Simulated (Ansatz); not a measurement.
## AlV2C: pressure −1 GPa

Base system: AlV2C (space group P6_3/mmc, No. 194; a = 2.885 Å, c = 13.117 Å).

Perturbation: hydrostatic tension (pressure −1 GPa).

Computed with r2SCAN (Ansatz, a quantum-chemistry and plane-wave program, PAW, no spin-orbit coupling). Γ-centred 18×18×4 mesh, Fermi–Dirac width 0.05 eV.

The lattice parameter a grows by 0.010 bohr to 5.462 bohr and the c/a ratio is still 4.547. The shortest interatomic distance increases by 0.0044 bohr, from 3.797 bohr to 3.802 bohr and the band gap stays zero.

Cost of the whole job for the changed cell (relaxation, final SCF and bands): roughly 2.6 core-minutes.

Load acts through the strain it causes; cell and atoms are relaxed under it. No phonon test of stability was made. Seeded moments were not kept for the base. The final runs are not spin-polarised.
